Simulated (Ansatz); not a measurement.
For rock-salt TaC, PBEsol+SOC (plane waves, PAW; Ansatz, a first-principles code) gives:

| Quantity | Result |
|---|---|
| lattice parameter a | 4.438 Å |
| bulk modulus B0 | 344 GPa |

Question: What does HSE06 (Ansatz, plane waves, PAW) give for the same quantities?

Answer: 
- lattice constant a: 4.448 Å (increases by 0.2 %)
- bulk modulus: 352 GPa (goes up by 2.3 %)

For comparison: lattice constant a 4.456 Å (measured, 300 K, not corrected to a static lattice; as tabulated in Wikipedia's data pages); bulk modulus 305 ± 5 GPa (measured, room temperature, not corrected to a static lattice, sources range from 305 to 345; as tabulated in Speziale et al., equation of state of TaC (DESY record 425561)).

Changes are worked out from the printed values.

Unless a cell is named, each level is at its own relaxed cell (PBEsol+SOC 10.92, HSE06 11.00 Å³/atom).

Levels without +SOC leave out spin–orbit coupling, which shifts energies and cells of such heavy elements.

Ansatz's density-functional and Hartree–Fock values are scalar-relativistic unless marked +SOC, with PAW data made under PBE.
